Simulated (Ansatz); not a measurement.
**(Au,Pt): AuPt$_{3}$**

A 20-atom cell of (Au,Pt) started in the face-centred cubic structure, site fractions Au 0.250, Pt 0.750, short-range order -0.02 among the nearest mixed sites of the first mixed sublattice (0 is random, a negative value favours unlike neighbours), space group P1 at the end.

Method: PBE (plane waves to 420 eV, PAW; Ansatz, a first-principles code). No spin–orbit coupling. Its k-point mesh 6×6×6, Fermi–Dirac width 0.05 eV.

The volume per atom is 16.17 Å³. The Pt–Pt bonds (within 1.22 times the sum of covalent radii) is 2.826 Å on average, from 2.766 to 2.902 (67), the Au–Pt bonds (within 1.22 times the sum of covalent radii) is 2.858 Å on average, from 2.818 to 2.912 (46) and the Au–Au bonds (within 1.22 times the sum of covalent radii) comes out as 2.841 Å on average, from 2.812 to 2.866 (7).

```
CELL_PARAMETERS angstrom
     -4.01567     2.01415    -6.01777
      4.00480     6.03365     2.01024
      4.00124     2.00688    -6.01057
ATOMIC_POSITIONS crystal
  Pt 0.78970 0.19248 0.60970
  Pt 0.74981 0.50126 0.75078
  Pt 0.70215 0.80112 0.90013
  Pt 0.49904 0.99385 0.49909
  Au 0.45144 0.30390 0.64470
  Pt 0.40746 0.60856 0.79329
  Pt 0.34709 0.89975 0.94874
  Au 0.15228 0.10086 0.54870
  Au 0.09701 0.40127 0.70298
  Pt 0.05212 0.70207 0.85312
  Au 0.94928 0.29622 0.15494
  Pt 0.89875 0.60236 0.30314
  Pt 0.85079 0.89692 0.45393
  Pt 0.64443 0.09665 0.05254
  Pt 0.60781 0.40447 0.19021
  Pt 0.55266 0.70572 0.34314
  Pt 0.30543 0.19901 0.09448
  Au 0.24917 0.49892 0.24880
  Pt 0.19818 0.80041 0.39949
  Pt 0.99537 0.99420 0.00812
```
